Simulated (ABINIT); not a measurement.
Input and output of a self-consistent single point for AlFe (P1, 2 atoms in the cell) (ABINIT).

Method: LDA (PW92), norm-conserving pseudopotentials (PseudoDojo nc-sr-04 LDA standard) (plane waves; ABINIT).

```yaml
crystal:
  lattice:
    - [2.84551, 0.00000, 0.00000]
    - [0.00000, 2.84551, 0.00000]
    - [0.00000, 0.00000, 2.84551]
  atoms:
    - { symbol: Al, position: [0.00287, 0.99805, 0.00256] }
    - { symbol: Fe, position: [0.49713, 0.50195, 0.49744], spin: 4.0 }
```
(The spins are starting values, not results.)

Reference input (self-consistent single point, DFT, PBE, plane waves, norm-conserving pseudopotentials (PseudoDojo nc-sr-05 PBE standard)): pseudos = [Al.upf, Fe.upf]; ecut = 90 Ry; nsppol = 2; occopt = 7; tsmear = 0.00499791 Ha; ngkpt = 7 7 7; nshiftk = 1; shiftk = 0 0 0; potentials = PseudoDojo nc-sr-05 PBE standard; nband = 17; kptopt = 1; nstep = 100. This run's input differs from it in these lines:

```diff
@@ -1,2 +1,2 @@
-# AlFe, PseudoDojo nc-sr-05 PBE standard
+# AlFe, PseudoDojo nc-sr-04 LDA standard
 pp_dirpath "./"
```

Its files differ too (potentials: PseudoDojo nc-sr-05 PBE standard → PseudoDojo nc-sr-04 LDA standard).

Log, with long lists cut:

```
--- !BeginCycle
solver: {iscf: 7, nstep: 100, nline: 4, wfoptalg: 0, }
tolerances: {toldfe: 1.00E-09, }
...

     iter   Etot(hartree)     deltaE(h) residm    vres2    magn
 ETOT  1  -127.40701783247    -1.27E+02 7.57E-01 3.20E+01 1.955
 ETOT  2  -127.61270319188    -2.06E-01 2.96E-01 1.69E+02 1.485
 ETOT  3  -127.62723423610    -1.45E-02 2.24E-02 3.66E+01 1.418
 ETOT  4  -127.63489916342    -7.66E-03 7.74E-03 3.15E+00 0.954
 ETOT  5  -127.63582196404    -9.23E-04 5.38E-03 7.20E-01 0.870
   [... 6 lines left out ...]
 ETOT 12  -127.63655755108    -7.31E-09 7.61E-04 1.19E-06 0.685
 ETOT 13  -127.63655755295    -1.87E-09 6.17E-04 7.43E-07 0.684
 ETOT 14  -127.63655755347    -5.19E-10 5.04E-04 7.97E-09 0.684
 ETOT 15  -127.63655755349    -2.01E-11 4.10E-04 1.17E-09 0.684
 At SCF step   15, etot is converged :
  for the second time, diff in etot=  2.005E-11 < toldfe=  1.000E-09

 Cartesian components of stress tensor (hartree/bohr^3)
  sigma(1 1)=  2.22582864E-04  sigma(3 2)=  9.11059792E-07
  sigma(2 2)=  2.22139446E-04  sigma(3 1)= -1.33983757E-06
  sigma(3 3)=  2.22430839E-04  sigma(2 1)=  1.02107029E-06

 Integrated electronic and magnetization densities in atomic spheres:
 Radius=ratsph(iatom), smearing ratsm=  0.0000. Diff(up-dn)=approximate z local magnetic moment.
 Atom    Radius    up_density   dn_density  Total(up+dn)  Diff(up-dn)
    1   2.00000     0.517209     0.537070      1.054279    -0.019861
    2   2.00000     7.475166     6.776387     14.251553     0.698779
  Sum:              7.992375     7.313457     15.305832     0.678918
   [... lines left out ...]
 Total magnetization (from the atomic spheres):             0.678918
 Total magnetization (exact up - dn):                       0.684155
 Fermi (or HOMO) energy (hartree) =   0.42260   Average Vxc (hartree)=  -0.46470
   [... lines left out ...]
total_energy        : -1.27636557553487E+02
total_energy_eV     : -3.47316736215691E+03
band_energy         : -1.07882513561951E+01
...

-Cartesian components of stress tensor (GPa)         [Pressure= -6.5428E+00 GPa]
- sigma(1 1)=  6.54861285E+00  sigma(3 2)=  2.68043000E-02
- sigma(2 2)=  6.53556703E+00  sigma(3 1)= -3.94193757E-02
- sigma(3 3)=  6.54414011E+00  sigma(2 1)=  3.00409199E-02

 Calculation completed.
```

The run converged in 15 iterations. Against the reference run the pressure goes from 5.81 to -6.54 GPa, the largest force goes from 0.219 to 0.195 eV/Å and the size of the net moment moves little (0.36 to 0.34 μB/atom).

The starting cell comes from a database of computed structures (which also holds hypothetical and non-ambient phases and stackings), without a prior relaxation at this level. Its atoms were displaced at random from the sites of space group no. 221. The moments shrank to a small part of their start, a low-spin state that need not be the lowest. With a pressure of about -7 GPa the cell is away from its equilibrium volume at this level.

Cost on one core of a shared machine: roughly 7 min.
